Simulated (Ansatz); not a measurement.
**GaP: tensor shear ε_yz = −3.27 %**

Base system: GaP in the zinc blende structure (space group F-43m, No. 216; a = 5.438 Å). Axes: x, y, z lie along the cube axes.

The change: a pure shear with ε_yz = ε_zy = -0.0327; the atoms relax in the strained cell.

Computed with plane-wave PAW DFT at the PBEsol level (Ansatz, a quantum-chemistry and plane-wave program, 420 eV), no SOC. Γ-centred 11×11×11 mesh, Fermi–Dirac width 0.05 eV.

```tsv
quantity	base	changed	shift
shortest interatomic distance	2.355 Å	2.334 Å	-0.021 Å
energy relative to the base (free energy F)	0 meV/atom	+18 meV/atom	+18 meV/atom
pressure (mean of the normal stresses, compression positive)	0.00 GPa	0.12 GPa	+0.12 GPa
band gap	1.45 eV	0.79 eV	-0.66 eV
gap character	–	indirect, Γ → X	–
smallest direct gap	1.80 eV	1.36 eV	-0.44 eV
valence-band top at Γ (three highest levels, from the VBM)	0.00, 0.00, 0.00 eV	0.00, -0.32, -0.52 eV	–
stress (xx, yy, zz, yz, xz, xy; compression positive)	–	(-0.05, 0.21, 0.21, 4.42, 0.00, 0.00) GPa	–
```

Final structure:

```
CELL_PARAMETERS angstrom
      0.00000     2.63031     2.63031
      2.71923    -0.08892     2.71923
      2.71923     2.71923    -0.08892
ATOMIC_POSITIONS crystal
  P  0.75463 0.74537 0.74537
  Ga 0.99537 0.00463 0.00463
```

Semilocal Kohn–Sham gaps tend to fall short of experiment. Stability against distortions was not tested. Labels are those of the standard path for the cell's own space group.
